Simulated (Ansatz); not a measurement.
## A computed series for SiC: pressure series

Consider SiC (space group P6_3mc, No. 186; a = 3.0941 Å, c = 10.1293 Å).

Cell and atoms are relaxed at each pressure.

Calculations: Ansatz (an electronic-structure program), PBE, PAW, cutoff 420 eV, scalar-relativistic without spin-orbit coupling.

| pressure (GPa) | volume per atom (Å³/atom) |
|---|---|
| -1 | 10.548 |
| 0 | 10.498 |
| 0.9 | 10.454 |
| 2.1 | 10.397 |
| 4.5 | 10.287 |
| 9 | ? |
| 15 | 9.864 |
| 22.5 | 9.606 |
| 30 | 9.376 |

Task: Fit the third-order Birch–Murnaghan form P(V) = (3B₀/2)[(V₀/V)^(7/3) − (V₀/V)^(5/3)]·[1 + (3/4)(B₀′ − 4)((V₀/V)^(2/3) − 1)] (squares taken in P) to the rows shown and predict the withheld row.

Result: Least squares on the printed values gives V₀ = 10.498 Å³/atom, B₀ = 214 GPa, B₀′ = 3.9; this predicts 10.096 Å³/atom, and the run gives 10.095 Å³/atom, in agreement.

Load acts through the strain it causes; cell and atoms are relaxed under it. Stability against distortions was not tested. Competing high-pressure phases were not computed.
